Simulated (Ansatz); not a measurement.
Structures of equal composition on the (000-1) surface of 4H silicon carbide (C plane on top): (√3x√3)R30° Ga adatom at H3; (√3x√3)R30° Ga adatom at T4. The slabs share one bottom face, and each structure is named by its start. These are constructed structures in small cells; real faces may alloy, dewet or reconstruct in larger ones, and not all known structures of the face are among them. Slabs of about 11 Å, Fermi-Dirac smearing of 0.025 eV. Bottom of the slabs: H caps. Relaxed from the named starts with such symmetry as they have, on meshes of like density; energies extrapolated to zero smearing; spin only where a row says so; no spin-orbit coupling, no U. Brackets mark spin-polarised runs, whose order is one that fits the cell. Where a second, spin-polarised start was run, the lower counts.

The numbers are results of PBE (plane waves to 420 eV, PAW; Ansatz, a quantum-chemistry and plane-wave program), not measurements.

Task: Rank these by energy per 1x1 cell (lowest first), as PBE gives it.

Result: (√3x√3)R30° Ga adatom at H3 (0.000 eV, gap 1.08 eV on the mesh), (√3x√3)R30° Ga adatom at T4 (0.167 eV, gap 0.73 eV on the mesh)
